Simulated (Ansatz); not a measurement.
Base system: SiC in the wurtzite structure (space group P6_3mc, No. 186; a = 3.0760 Å, c = 5.0478 Å). Axes: x lies along a and z along c of the hexagonal cell.

Computed with PBEsol, PAW, 420 eV (Ansatz, an electronic-structure program; scalar-relativistic without spin-orbit coupling).

Modification: biaxial strain +1.20 %, plane normal [001], relaxed out of plane (Cartesian); in-plane vectors clamped, the third vector and the atoms free.

Task: What happens to the in-plane stress and out-of-plane strain?

Result: The mean in-plane stress (compression positive) is -6.9 GPa; the out-of-plane strain comes out as -0.25 %.

Stability against distortions was not tested.
